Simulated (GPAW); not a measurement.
# Cost against accuracy: ecut for BAs (F-43m, 2 atoms in the cell)

```
BAs
1.0
    0.00000     2.41083     2.41083
    2.41083     0.00000     2.41083
    2.41083     2.41083     0.00000
B As
1 1
Direct
  0.25000   0.25000   0.25000
  0.00000   0.00000   0.00000
```

Computed with PBE, GPAW PAW datasets PBE (gpaw-data 1.0.1) (plane waves; GPAW).

Base settings: mode = pw; ecut = 950 eV; xc = PBE; kpts = 6 6 6; mesh shift (steps) = 0.5 0.5 0.5; occupations.name = fermi-dirac; occupations.width = 0 eV; nbands = -8; convergence.bands = -6; symmetry.symmorphic = false.

Misses are taken against the tightest run, 1900 eV, which need not be fully converged itself. The energy is the free energy per atom.

The count of work is k-points × plane waves × bands × iterations; it is no time, and leaves out set-up, grids and terms that scale otherwise. 

The starting cell comes from a database of computed structures (which also holds hypothetical and non-ambient phases and stackings), without a prior relaxation at this level. Its lattice was rescaled by a random factor within 2.5 % of one.

```csv
ecut,energy less reference (meV/atom),count of work / reference
380 eV,22.62,0.094
475 eV,9.59,0.13
570 eV,7.68,0.17
665 eV,5.93,0.21
760 eV,3.92,0.25
855 eV,2.26,0.30
950 eV,1.16,0.36
1090 eV,0.39,0.44
1235 eV,0.10,0.52
1425 eV,0.01,0.65
1660 eV,0.00,0.82
1900 eV,0.00,1.0
```

Coarsest setting among those run that, with all tighter ones, holds the energy within 2 meV/atom of the reference: 950 eV, off by 1.2 meV/atom; it needs 0.36 of the reference's count of work.

Coarsest setting among those run that, with all tighter ones, holds the energy within 1 meV/atom of the reference: 1090 eV, off by 0.39 meV/atom; it needs 0.44 of the reference's count of work.

The step from 380 eV to 1235 eV: it takes the miss in the energy from 23 to 0.10 meV/atom, for 5.6 times the count of work.
